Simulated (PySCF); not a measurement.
PySCF 2.14.0, unrestricted HF/def2-svpd, df: W(O)(Cl)4 anion ([O]=[W]([Cl])([Cl])([Cl])[Cl]), charge -1, multiplicity 2, 6 atoms. The geometry is a generated start, not checked to be a minimum at this level.

```json
{
  "task": "energy",
  "method": "hf",
  "basis": "def2-svpd",
  "two_electron_scheme": "density fitting",
  "mol.max_memory": "3000 MB",
  "mf.max_cycle": "100",
  "mf.init_guess": "minao (default)",
  "mf.DIIS": "CDIIS (default)",
  "mf.diis_space": "8 (default)",
  "mf.conv_tol": "1e-09 (default)",
  "effective_core_potentials": "those of the basis set, past Kr",
  "basis_functions": "166"
}
```

```xyz
6

W      0.1164    -0.0385    -0.0637
O      1.5302    -0.4845    -0.8341
Cl     0.4122    -0.5310     2.1293
Cl    -1.2290     0.7886    -1.6878
Cl    -1.2372    -1.8554    -0.1058
Cl     0.4074     2.1207     0.5622
```

Charge -1 and multiplicity 2 are set for this test and not shown to be the ground state.

One run each on 2 threads, 1 BLAS thread. Values of level_shift (Hartree) tried: 0 (default), 0.1, 0.3, 1.

Question: Which value of level_shift (Hartree) needs the fewest Fock builds, and what happens away from it?

Answer: Fewest Fock builds, within one of each other: 0 (default) with 18, 0.1 with 18. The count rises to 29 at 1. All converge to one solution.

| level_shift (Hartree) | Fock builds | end |
|---|---|---|
| 0 (default) | 18 | same solution |
| 0.1 | 18 | same solution |
| 0.3 | 20 | same solution |
| 1 | 29 | same solution |
